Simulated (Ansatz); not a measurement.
Structure of amorphous Ti$_{20}$O$_{41}$Be (periodic cell):

```xyz
62
Lattice="9.3317 -0.0033 0.2155 -0.0033 8.8550 -0.0602 0.2155 -0.0602 9.5390" Properties=species:S:1:pos:R:3 pbc="T T T"
Ti     5.8642     3.5994     6.9506
Ti     2.2858     4.2440     7.8951
Ti     9.1342     2.0267     6.1518
Ti     3.7941     0.8788     1.9617
Ti     3.8766     1.7153     8.6437
Ti     8.9990     7.2318     6.4080
Ti     0.5803     5.4629     1.6026
Ti     6.7802     8.7706     7.6368
Ti     7.2613     7.6820     3.5287
Ti     2.4193     8.0804     4.5812
Ti     5.0351     6.1275     8.3278
Ti     4.1641     6.2224     2.3621
Ti     0.4207     2.8192     0.4311
Ti     8.4616     4.3166     8.1799
Ti     3.9043     4.8499     5.0757
Ti     2.5132     8.0294     8.2806
Ti     5.2717     1.1784     5.0751
Ti     0.8661     1.7075     3.4090
Ti     6.7052     2.0146     1.4715
Ti     8.6649     8.4726     0.8981
O      5.6282     1.5551     7.1297
O      6.6459     3.4405     2.4443
O      6.6020     4.7591     8.3665
O      0.6431     3.0411     7.6617
O      8.5119     1.9887     4.4435
O      0.7002     4.8164     9.3785
O      3.0214     0.2258     0.2580
O      4.2003     3.5468     7.9721
O      5.3609     3.2163     5.1140
O      5.0357     1.7409     0.5927
O      1.0763     8.7275     3.5158
O      0.4186     3.6610     2.1303
O      3.2621     6.4112     4.4614
O      7.2788     7.1218     7.2567
O      3.6633     8.0775     2.6432
O      3.7086     0.3783     5.1801
O      5.0069     7.8983     8.0559
O      7.3465     0.3015     2.3446
O      1.4491     2.0345     5.1102
O      2.2097     5.9319     1.8992
O      8.5272     6.8831     4.7389
O      7.9120     2.8736     0.1746
O      1.5556     7.7249     6.1986
O      3.0614     6.0781     8.1977
O      0.2794     1.1662     1.2334
O      5.1383     1.6451     3.1986
O      2.4525     2.8229     9.3364
O      8.5336     0.3961     6.8130
O      9.3230     5.5833     7.2400
O      2.8612     0.7996     7.4967
O      8.6242     6.9024     1.9469
O      2.5481     1.9680     2.5235
O      5.1293     5.3537     6.4086
O      5.9272     6.6393     3.1051
O      6.4714     8.7183     4.9272
O      7.7455     3.2987     6.7107
O      2.5129     4.2609     6.0963
O      4.7246     6.0962     0.6447
O      4.2727     4.4544     3.2286
O      7.5170     0.0744     9.3552
O      0.8355     7.8973     8.9396
Be     5.3885     3.3023     3.3871
```

Level of theory: PBE, scalar-relativistic without spin-orbit coupling (plane waves to 420 eV, PAW; Ansatz, an electronic-structure program).

The cell was made by melting and quenching with the CHGNet potential and then relaxed with DFT. O atoms were pushed apart under 1.9 Å during the dynamics, to hinder bonds among them. The hot cell started wider than the set density and was brought back towards it in steps. It is the lowest in DFT energy of 2 quenches. It is a model cell: composition and starting density were chosen by hand, and all elements were melted together. No dispersion term was used. Its density started from a set value of 3.58 and ended at 3.42 g/cm³. Cooling (nominally 240 K/ps over its main leg) ran many orders faster than in experiment, which tends to leave more defects and strain. One small periodic cell is one sample of the glass; other quenches scatter about these values. Volume and shape were free in the relaxation.

Bonds are counted up to Ti-Ti 3.12 Å, Ti-O 2.48 Å, Ti-Be 2.62 Å, O-O 1.58 Å, O-Be 1.94 Å, Be-Be 2.11 Å. Two cations that share two anions don't count as bonded, nor two that share one unless they lie closer than Ti-Ti 3.04 Å, Ti-Be 2.55 Å, Be-Be 2.05 Å.

Problem. Give the coordination numbers, mean bond lengths and angles.

Solution. 
```json
{
 "Mean coordination of Ti by anions": "5.30 (1 with 4, 12 with 5, 7 with 6)",
 "Mean coordination of O": "2.68 (18 with 2, 18 with 3, 5 with 4)",
 "Mean coordination of Be by anions": "4.00 (1 with 4)",
 "Mean Ti-O bond": "1.964 Å (spread 0.152 Å, 106 counted)",
 "Mean O-Be bond": "1.651 Å (spread 0.060 Å, 4 counted)",
 "Bond angle at Ti": "mean 104.9°, spread 26.7°",
 "Bond angle at O": "mean 117.4°, spread 22.9°",
 "Bond angle at Be": "mean 109.6°, spread 14.1°"
}
```

Problem. List the pairs of like atoms that count as bonded by the rules above.

Solution. There are none by these rules.
